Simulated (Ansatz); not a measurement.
## Carrier properties of MgS (Fm-3m)

```
CELL_PARAMETERS angstrom
      0.00000     2.59084     2.59084
      2.59084     0.00000     2.59084
      2.59084     2.59084     0.00000
ATOMIC_POSITIONS crystal
  Mg 0.00000 0.00000 0.00000
  S  0.50000 0.50000 0.50000
```

Computed with PBEsol, rigid bands (plane waves, PAW, scalar-relativistic; Ansatz, an electronic-structure program). Cell: cell and atoms relaxed with PBEsol.

| Quantity | Value |
|---|---|
| band gap | 2.73 eV |
| electron conductivity mass (300 K, dilute) | 0.35 mₑ |
| hole conductivity mass (300 K, dilute) | 1.00 mₑ |
| effective density of states N_c (300 K) | 1.7e19 cm⁻³ |
| effective density of states N_v (300 K) | 1.9e20 cm⁻³ |
| density-of-states mass, electrons | 0.77 mₑ |
| density-of-states mass, holes | 3.8 mₑ |
| Seebeck coefficient, n-type 1e19 cm⁻³, 300 K | -261 μV/K |
| best n-type power factor at 300 K for τ = 10 fs (best axis; densities from 1e16 to 1e21 cm⁻³ tried, whether or not they can be reached) | 7.3 μW/(cm·K²) at 1e20 cm⁻³ |
| Seebeck coefficient, p-type 1e19 cm⁻³, 300 K | 459 μV/K |
| best p-type power factor at 300 K for τ = 10 fs (best axis; densities from 1e16 to 1e21 cm⁻³ tried, whether or not they can be reached) | 26 μW/(cm·K²) at 3e20 cm⁻³ |

Rigid bands; masses and Seebeck coefficients take one relaxation time τ for all states and one kind of carrier; polarons and phonon drag are left out. Spin-orbit coupling is left out; where it splits the top of the valence band, N_v and the p-type Seebeck coefficient come out somewhat high without it.
